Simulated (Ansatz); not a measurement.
Consider GaN (space group P6_422, No. 181; a = 3.1637 Å, c = 7.4394 Å; a hypothetical phase, not in the database extracts checked).

All numbers come from Ansatz (a program for electronic structure) PBE, scalar-relativistic without spin-orbit coupling.

Its conduction minimum is a single valley at Γ with mass 0.12 mₑ.

Perturbation: electron doping at 3.0×10^21 cm⁻³ (0.193 per cell), with a uniform compensating background at fixed cell and a 300 K Fermi–Dirac width.

### Question
Where would a parabolic band put the Fermi level, and where does the calculation put it?

### Answer
k_F = (3π²n)^(1/3) = 0.446 Å⁻¹, so ħ²k_F²/2m = 6.4 eV above the band edge at zero temperature. The calculation gives 2.00 eV (to 0.05 eV): the band is strongly non-parabolic or higher valleys fill at this density.

Charged cell with a jellium background: band edges are those of the host's band count, energies are not comparable with the neutral cell, and many-body gap narrowing is missing. The levels and masses belong to the bands next to the band gap. Masses are band curvatures over ±0.01 Å⁻¹ around the edge. Whether these cells are dynamically stable was not tested. The base started in P3_121 and relaxed to P6_422 at this level.
